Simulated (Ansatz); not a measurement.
**Response to strain in Os**

The parent structure is Os in the hcp (Mg type) structure (space group P6_3/mmc, No. 194; a = 2.7543 Å, c = 4.3474 Å; relaxed with 0.1 eV smearing). Axes: x lies along a and z along c of the hexagonal cell.

Strains are applied to the cell and any free atomic positions relax; under biaxial strain the out-of-plane vector relaxes too.

The values are results of PBE in Ansatz (plane waves to 420 eV, PAW, no spin-orbit coupling), not measurements.

Candidates:
(a) biaxial strain −3.00 %, plane normal [001], relaxed out of plane
(b) biaxial strain −2.00 %, plane normal [001], relaxed out of plane
(c) biaxial strain +2.50 %, plane normal [001], relaxed out of plane

Question: Order them by out-of-plane strain, highest first.

Answer: (a) biaxial strain −3.00 %, plane normal [001], relaxed out of plane (+1.60 %), (b) biaxial strain −2.00 %, plane normal [001], relaxed out of plane (+1.07 %), (c) biaxial strain +2.50 %, plane normal [001], relaxed out of plane (-1.34 %)

Whether these cells are dynamically stable was not tested. All final runs are without spin polarisation.

Ansatz is an electronic-structure program.
